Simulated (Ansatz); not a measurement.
**Ba: strain along the normal**

Ba (bcc, Im-3m, 58.175 Å³/atom at rest) under an equal strain ε in the (001) plane with the normal axis free, as in a coherent film. PBEsol in Ansatz, a plane-wave DFT program (PAW, default set), 420 eV, 19×19×19 Γ-centred mesh, Fermi-Dirac smearing 0.10 eV; ions are relaxed within the symmetry of each cell.

Here s stands for strain and y for normal strain.

```csv
strain (%),normal strain (%)
-3.00,?
-1.50,1.94
-1.00,1.29
-0.50,0.66
0.00,0.00
0.50,-0.52
1.00,-1.08
1.50,-1.61
```

The 7 complete rows are fitted with a straight line, y against s. Means: s 0, y 0.097. About the means, the sum of products is -8.2850 and the sum of squares of s is 7.0000; the slope is their ratio. Least squares gives y = 0.097 - 1.1836·s. Residuals (row less fit): 0.068, 0.009, -0.029, -0.097, -0.025, 0.007, 0.068; standard error 0.064 (degrees of freedom: 5). The slope, -1.18 ± 0.02, is the elastic response of the normal axis, −2C12/C11 for this plane.

Question: What does the fit predict for y at s = -3.00, and how far is the calculated value from it?

Answer: y = 0.097 - 1.1836 × (-3.0) = 3.648%. The calculation gives 4.30%, 0.652% above the prediction (11.0 % of the range of y in the table). The row lies outside the fitted rows, so this is an extrapolation. From the scatter of the fitted rows alone, a prediction at this place has a standard error of 0.099%, so the miss is 6.6 times that.

One order more, fitted to all 13 runs of the series, follows each within 0.05, so the miss is the next term of a smooth law. In a metal these values are sensitive to mesh and smearing; energies are taken to zero smearing, stresses follow the free energy. Rows are the converged runs of the series near zero and its far end; series whose fitted rows scatter by over a few per cent of the range, as at a crossing or softening among them, aren't shown in this form. Most that stay on the fit to the last digits aren't either.
